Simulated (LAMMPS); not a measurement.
MD of Al (fcc) with 90 % of Al sites Cu at zero pressure over temperature, 4000 atoms; each row names its start.

All values are model results, not measurements: classical MD, pair style eam/alloy, file AlCu.eam.alloy, run in LAMMPS.

```json
[
 {"T (K), start": "300, crystal", "state": "crystal; no diffusion seen in 30 ps", "volume": "12.3590 ± 0.0002 Å³/atom", "enthalpy": "-3.5030 ± 0.0001 eV/atom", "first peak of g(r), Al-Cu": "2.61 Å, height 7.4", "coordination number of Al by Cu": "10.8 (counted to 3.14 Å)", "D(Al)": "-", "D(Cu)": "-"},
 {"T (K), start": "920, crystal", "state": "crystal; no diffusion seen in 30 ps", "volume": "12.8903 ± 0.0004 Å³/atom", "enthalpy": "-3.3289 ± 0.0001 eV/atom", "first peak of g(r), Al-Cu": "2.62 Å, height 4.0", "coordination number of Al by Cu": "10.9 (counted to 3.22 Å)", "D(Al)": "-", "D(Cu)": "-"},
 {"T (K), start": "1250, melt", "state": "liquid", "volume": "13.965 ± 0.002 Å³/atom", "enthalpy": "-3.1180 ± 0.0003 eV/atom", "first peak of g(r), Al-Cu": "2.59 Å, height 2.8", "coordination number of Al by Cu": "13.0 (counted to 3.62 Å)", "D(Al)": "(3.3 ± 0.1) × 10^-5 cm²/s", "D(Cu)": "(3.23 ± 0.06) × 10^-5 cm²/s"},
 {"T (K), start": "1510, melt", "state": "liquid", "volume": "14.424 ± 0.002 Å³/atom", "enthalpy": "-3.0249 ± 0.0003 eV/atom", "first peak of g(r), Al-Cu": "2.60 Å, height 2.5", "coordination number of Al by Cu": "12.9 (counted to 3.66 Å)", "D(Al)": "(5.3 ± 0.3) × 10^-5 cm²/s", "D(Cu)": "(5.70 ± 0.09) × 10^-5 cm²/s"},
 {"T (K), start": "1840, melt", "state": "liquid", "volume": "15.052 ± 0.004 Å³/atom", "enthalpy": "-2.9097 ± 0.0004 eV/atom", "first peak of g(r), Al-Cu": "2.61 Å, height 2.3", "coordination number of Al by Cu": "12.0 (counted to 3.62 Å)", "D(Al)": "(9.3 ± 0.3) × 10^-5 cm²/s", "D(Cu)": "(9.3 ± 0.1) × 10^-5 cm²/s"}
]
```

Caution (rows 300, crystal; 920, crystal): the random arrangement on this lattice is imposed, and need not be a phase that exists in equilibrium.

Caution (rows 920, crystal; 1250, melt; 1510, melt; 1840, melt): a run this short can hold a crystal over, or a liquid under, the potential's own melting point, which these runs don't give.

States go by the mean squared displacement: a species diffuses where it passes 1.5 Å², still rises and gives D over 1e-6 cm²/s; a crystal has left its structure where atoms lie 0.35 Å off their sites on average or a cubic box changes its shape by 3 %, or the axial ratios of another lie 8 % off the starting cell's, which the potential's own relaxation can also do.

Errors of D are the spread over four groups of atoms in one short run; a floor of about 5 %, a picked value, is safer.

Errors shown are sampling errors alone.
